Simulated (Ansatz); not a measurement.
# SnTe, pressure series

Consider SnTe in the rock salt structure (space group Fm-3m, No. 225; a = 6.409 Å).

Cell and atoms are relaxed at each pressure.

Level of theory: PBE/PAW in Ansatz (a quantum-chemistry and plane-wave program), without spin-orbit coupling, earlier PAW set.

Two rows of this table had their results exchanged by mistake.

```csv
pressure,volume per atom (Å³),shortest distance (Å),band gap
pressure −2 GPa,26.28,2.973,zero
pressure −1 GPa,33.79,3.233,0.12 eV
pressure 0.9 GPa,32.23,3.182,zero
pressure 15 GPa,34.81,3.265,0.20 eV
pressure 22.5 GPa,24.56,2.907,zero
pressure 30 GPa,23.26,2.855,zero
```

Q: Which two?

A: The rows for pressure −2 GPa and pressure 15 GPa: the volume has to fall steadily with pressure, so 34.81 Å³ belongs to pressure −2 GPa and 26.28 Å³ to pressure 15 GPa.

Spin-orbit coupling, missing from the scalar runs, can matter with Te. Load acts through the strain it causes; cell and atoms are relaxed under it. Whether these cells are dynamically stable was not tested. No other phases were tried under pressure. The final runs are not spin-polarised. A zero or small gap of SnTe can be the functional's error rather than a property of the material.
